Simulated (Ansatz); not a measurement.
An Ansatz (an electronic-structure program) run: C with a change (isotropic strain +0.33 %); PBEsol/PAW in Ansatz, no spin-orbit coupling, earlier PAW set.

Input:

Ansatz 0.2 input:
```yaml
crystal:
  lattice:
    - [0, 1.7826938612, 1.7826938612]
    - [1.7826938612, 0, 1.7826938612]
    - [1.7826938612, 1.7826938612, 0]
  atoms:
    - { symbol: C, position: [0.5, 0.5, 0.5] }
    - { symbol: C, position: [0.75, 0.75, 0.75] }
basis: { ecutwfc: 420, ecutrho_ratio: 4, xc_grid: 2, fft_grid_basis: typed }
kpoints: { mp_grid: { grid: [16, 16, 16] } }
hamiltonian:
  xc: pbesol
  dispersion: none
  pseudopotentials: { azcp: { folder: ./paw }, kind: paw }
scf: { occupations: { method: fermi_dirac, width: 0.05 }, convergence: { dr2_threshold: 0.0000000002 } }
relax: { f_tol: 0.005, max_steps: 50 }
output: { forces: true, stress: true }
checkpoint: { write: state.ck, write_every: 1000 }
```

Output:

```
Relaxation: its limit of steps is 50 (relax.max_steps)
WARN ansatz: RAYON_NUM_THREADS=1 ignored (pool sized by the plan → 1); use --threads N
Pseudopotentials: kind: paw
Pseudopotential: C, paw, valence charge 4
Functional definition: PBEsol
Crystal: 2 atoms, lattice volume = 11.331 Å³
Basis set: ecut = 420 eV, 229 PW (Γ), exchange–correlation on 36×36×36 points (8 copies of the dense FFT grid, shifted against one another)
Bands: 8, of which v1, the nominal top of the filled ones, is band 4 counted from 1 (3 counted from 0)
Symmetry: 48 space group operations
Space group: Fd-3m (ITA 227), of the structure as read, at distance tolerance 2.2e-5 Å
k-points: 145 of 4096
PAW frozen core: C, regenerated for the run's functional, and the local potential with it
Initial density: superposition of atomic densities (chi_scale 0.1, normalization cell)
Initial wavefunctions: pseudopotential atomic-orbital guess
Eigensolver: davidson
Functional: x = pbesol(κ = 0.804, μ = 0.12345679012345678), c = pbesol(β = 0.046)
SCF iter   1: F=—  HF=-493.901737 eV  |F-HF|=—  |Δ(HF+E_count)|=         —  Δρ=1.36e-1  dr2=1.46e0  ethr=3.10e-3  ⟨swp⟩=4.5  Hψ=7402  notcnv=0
all-band conjugate gradients solve this SCF's bands
preconditioner: auto → none
SCF iter   2: F=—  HF=-493.416532 eV  |F-HF|=—  |Δ(HF+E_count)|=   4.85e-1  Δρ=5.82e-2  dr2=2.54e-1  ethr=3.10e-3  ⟨swp⟩=3.0  Hψ=3371  notcnv=0
SCF iter   3: F=—  HF=-493.335710 eV  |F-HF|=—  |Δ(HF+E_count)|=   8.08e-2  Δρ=3.46e-3  dr2=4.71e-4  ethr=3.10e-3  ⟨swp⟩=3.0  Hψ=2320  notcnv=0
SCF iter   4: F=—  HF=-493.336019 eV  |F-HF|=—  |Δ(HF+E_count)|=   3.09e-4  Δρ=2.17e-4  dr2=1.50e-6  ethr=5.89e-6  ⟨swp⟩=2.1  Hψ=1719  notcnv=0
SCF iter   5: F=—  HF=-493.336020 eV  |F-HF|=—  |Δ(HF+E_count)|=   1.59e-6  Δρ=1.90e-5  dr2=1.23e-8  ethr=1.87e-8  ⟨swp⟩=2.6  Hψ=1685  notcnv=0
SCF iter   6: F=-493.336020 eV  HF=-493.336020 eV  |F-HF|=1.26e-11  |Δ(HF+E_count)|=   1.68e-8  Δρ=4.30e-7  dr2=6.14e-12  ethr=2.50e-12  ⟨swp⟩=4.8  Hψ=3675  notcnv=0
SCF 1 converged in 6 iterations: F = -493.336020 eV  dr2 = 6.14e-12
relax step   1: F+E_penalty+E_count = -493.33602032 eV  Δ(F+E_penalty+E_count) = +0.000e0 eV  max|allowed force component| = 9.252e-18 eV/Å  Δτ_max = 0.0000 Å  (6 SCF iters, accepted)
the relaxation is at rest under the 48 symmetry operations that the run kept from its start: a minimum is not shown …
SCF converged after 6 iterations
Free energy (F): -493.336020 eV
Harris-Foulkes:  -493.336020 eV  (|F-HF|=1.26e-11)
Internal energy: -493.336020 eV  (E = F + TS)
E sigma→0 (E₀):  -493.336020 eV
Fermi energy:    15.330218 eV
--- Per-component energies (eV) ---
  E_band       = 34.616272
  E_kinetic    = 179.268255
  E_local      = -109.589115  (includes V_loc(G=0)·N_el)
  E_nonlocal   = 45.913076
  E_hartree    = 25.987342
  E_xc         = -94.771115
  E_vxc        = -117.403956  (∫ρ·V_xc dr)
  E_paw        = -192.093366  (= ΣΔE_a)
  E_vpaw       = -15.546706  (= ΣTr[D̂ρ^β])
  E_aug_tail   = 0.000040  (compensation charges beyond the density's cutoff)
  E_ewald      = -348.093338
  E_core_change = 0.042201  (= ΣΔE_core)
  E_smearing   = -0.000000  (= −TS)
  E_closure    = -0.000000  (closes the sum)
  Σ components = -493.336020   (vs F -493.336020, Δ=0.00e0)
  [band-id]    e_kinetic+e_local+e_nonlocal+2·e_hartree+e_vxc+e_vpaw+e_augmentation_tail = 34.616278   (vs E_band 34.616272, Δ=5.87e-6)
--- Forces (eV/Å), atoms counted from 1 ---
  atom   1  C     -0.00000000     0.00000000     0.00000000
  atom   2  C     -0.00000000     0.00000000    -0.00000000
  max |Σ_I F_I| component: 7.40e-17 eV/Å
--- Stress (GPa, compression-positive) ---
       -4.364515       0.000000       0.000000
        0.000000      -4.364515      -0.000000
       -0.000000       0.000000      -4.364515
  P = ⅓ Tr σ = -4.3645 GPa (-43.645 kbar)
  The stress holds the Pulay correction. Without it, at fixed plane waves, as pw.x and ABINIT print it: P = -4.9760 GPa
  The stress includes an estimate of the error left by incomplete SCF convergence (largest component 0.0000 GPa).
--- Band table ---
  band table: none
--- Relaxed structure (1 steps of the walk, 1 accepted, 0 SCFs on fresh bases) ---
  F+E_penalty+E_count = -493.33602032 eV   max|allowed force component| = 9.252e-18 eV/Å
  atoms:
    - { symbol: C, position: [0.5, 0.5, 0.5] }
    - { symbol: C, position: [0.7499999999999999, 0.7499999999999999, 0.7499999999999999] }
```

Whether these cells are dynamically stable was not tested. The cell was made from C in the diamond structure (space group Fd-3m, No. 227) by this change: isotropic strain +0.33 %.
